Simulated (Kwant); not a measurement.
System: wire with an abrupt hard-wall neck in a Si two-dimensional gas. Effective mass 0.19 mₑ, grid spacing 3.3 nm, hard walls, nominal width 100 nm (31 grid rows, so walls 105.6 nm apart), one parabolic valley, scattering region 300 nm long along x; energies count from the band bottom; Fermi energy swept from 9.8955e-05 to 0.006331 eV. Central neck 36 nm wide and 120 nm long.

The device is made up for the run: typed textbook-type constants, with dimensions and the other settings drawn at random.

Model: effective-mass tight-binding model on a square grid, one spin, coherent transport at 0 K (Kwant). Conductance is in e²/h.

How many channels do the leads carry at E = 2.54, 3.71, 4.07 meV?

The hard-wall thresholds are n² ħ²π²/(2mW²) = n² × 0.177 meV with W = 105.6 nm. √(2.54/0.177) = 3.78, so 3. √(3.71/0.177) = 4.57, so 4. √(4.07/0.177) = 4.79, so 4.
